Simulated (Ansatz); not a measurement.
The starting structures come from a database of crystals and need not be the phases stable at ambient conditions.

The decay constant κ of evanescent states in the gap governs leakage through a thin film.

Input:

```
Na2CO3
1.0
    5.29515     0.00000     0.00000
    0.54014     6.26191     0.00000
    2.63786    -0.22754     4.57446
Na C O
4 2 6
Direct
  0.00000   0.00000   0.00000
  0.00000   0.50000   0.00000
  0.34758   0.22867   0.32621
  0.65242   0.77133   0.67379
  0.33932   0.75481   0.33034
  0.66068   0.24519   0.66966
  0.20224   0.73963   0.18550
  0.79776   0.26037   0.81450
  0.79776   0.26037   0.38774
  0.20224   0.73963   0.61226
  0.61504   0.78833   0.19248
  0.38496   0.21167   0.80752
```

The cell is taken as given; by r2SCAN it stands under a pressure of -4.3 GPa.

Transport runs along the normal of the first two printed cell vectors.

No gap correction and no spin-orbit coupling; mid-gap is the computed energy nearest the middle.

Q: Give the band gap and the smallest decay constant κ at mid-gap that r2SCAN (Ansatz, a quantum-chemistry and plane-wave program) yields.

A: Gap 3.99 eV on a 8×6×8 mesh; κ = 0.458 1/Å, at the zone centre.
